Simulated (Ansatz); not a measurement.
Input and output of a self-consistent single point for AlInSb2 (Pmm2, 4 atoms in the cell) (Ansatz, a first-principles code).

Method: LDA (PW92), default PAW files made with PBE (plane waves; Ansatz).

The change in words: lattice scaled by 0.98; basis.ecutwfc: 420 eV → 840 eV. Reference geometry:
```xyz
4
Lattice="4.4927 0.0000 0.0000 0.0000 4.4927 0.0000 0.0000 0.0000 6.3298" Properties=species:S:1:pos:R:3 pbc="T T T"
Al     0.0000     0.0000     0.0500
In     2.2463     2.2463     3.1649
Sb     0.0000     2.2463     1.4772
Sb     2.2463     0.0000     4.8526
```

Reference input (self-consistent single point, DFT, LDA (PW92), plane waves, default PAW files made with PBE): basis.ecutwfc = 420 eV; kpoints.mp_grid.grid = 5 5 3; hamiltonian.xc = lda; hamiltonian.pseudopotentials = {kind: paw} (the program's default PAW files); scf.occupations.method = fermi_dirac; scf.occupations.width = 0.01 eV. This run's input differs from it in these lines:

Ansatz 0.2 input:
```diff
@@ -3,5 +3,5 @@
   lattice:
-    - [4.492651, 0.000000, 0.000000]
-    - [0.000000, 4.492651, 0.000000]
-    - [0.000000, 0.000000, 6.329774]
+    - [4.402798, 0.000000, 0.000000]
+    - [0.000000, 4.402798, 0.000000]
+    - [0.000000, 0.000000, 6.203179]
   atoms:
@@ -12,3 +12,3 @@
 basis:
-  ecutwfc: 420.0 eV
+  ecutwfc: 840.0 eV
 kpoints:
```

Log, with long lists cut:

```
SCF iter   1: F=—  HF=-18642.082621 eV  |F-HF|=—  |Δ(HF+E_count)|=         —  Δρ=6.44e-3  dr2=2.93e-2  ethr=1.77e-3  ⟨swp⟩=8.4  Hψ=2577  notcnv=0
all-band conjugate gradients solve this SCF's bands
preconditioner: auto → Resta (q_TF=auto, 2.325 Å⁻¹)
SCF iter   2: F=—  HF=-18642.074633 eV  |F-HF|=—  |Δ(HF+E_count)|=   7.99e-3  Δρ=2.81e-3  dr2=5.73e-3  ethr=6.37e-5  ⟨swp⟩=2.5  Hψ=992  notcnv=0  defer=18
   [... lines left out ...]
SCF iter   4: F=—  HF=-18642.073495 eV  |F-HF|=—  |Δ(HF+E_count)|=   1.64e-5  Δρ=9.54e-5  dr2=2.02e-5  ethr=5.14e-7  ⟨swp⟩=2.5  Hψ=799  notcnv=0  defer=18
SCF iter   5: F=—  HF=-18642.073474 eV  |F-HF|=—  |Δ(HF+E_count)|=   2.18e-5  Δρ=3.64e-5  dr2=2.14e-6  ethr=4.38e-8  ⟨swp⟩=2.0  Hψ=900  notcnv=0  defer=18
SCF iter   6: F=—  HF=-18642.073474 eV  |F-HF|=—  |Δ(HF+E_count)|=   5.14e-7  Δρ=8.13e-6  dr2=1.02e-7  ethr=4.65e-9  ⟨swp⟩=3.0  Hψ=954  notcnv=0  defer=18
SCF iter   7: F=-18642.073474 eV  HF=-18642.073474 eV  |F-HF|=7.42e-10  |Δ(HF+E_count)|=   3.69e-8  Δρ=1.84e-6  dr2=4.98e-9  ethr=2.17e-10  ⟨swp⟩=10.3  Hψ=2289  notcnv=0
SCF 1 converged in 7 iterations: F = -18642.073474 eV  dr2 = 4.98e-9
Free energy (F): -18642.073474 eV
Internal energy: -18642.073474 eV  (E = F + TS)
E sigma→0 (E₀):  -18642.073474 eV
Fermi energy:    7.517228 eV
--- Forces (eV/Å), atoms counted from 1 ---
  atom   1  Al    -0.00000000     0.00000000    -0.45721550
  atom   2  In     0.00000000     0.00000000     0.07732508
  atom   3  Sb     0.00000000     0.00000000     0.19730503
  atom   4  Sb     0.00000000     0.00000000     0.18258642
--- Stress (GPa, compression-positive) ---
        0.978010       0.000000       0.000000
        0.000000       2.055555       0.000000
        0.000000       0.000000       1.213942
  P = ⅓ Tr σ = 1.4158 GPa (14.158 kbar)
  The stress holds the Pulay correction. Without it, at fixed plane waves, as pw.x and ABINIT print it: P = 1.4149 GPa
```

The run converged in 7 iterations. Against the reference run the free energy drops by 3.8 meV/atom, the pressure goes from -1.66 to 1.42 GPa, the largest force goes from 0.413 to 0.457 eV/Å and the gap on the mesh goes from 0.261 to 0.661 eV.

The starting cell comes from a database of computed structures (which also holds hypothetical and non-ambient phases and stackings), without a prior relaxation at this level. Its lattice was rescaled by up to half a per cent. One atom was moved a little off its site on purpose. For this run, on top of that: lattice scaled by 0.98. Spin-orbit coupling is off. Ansatz's pressure includes its estimate of the finite-basis (Pulay) stress.
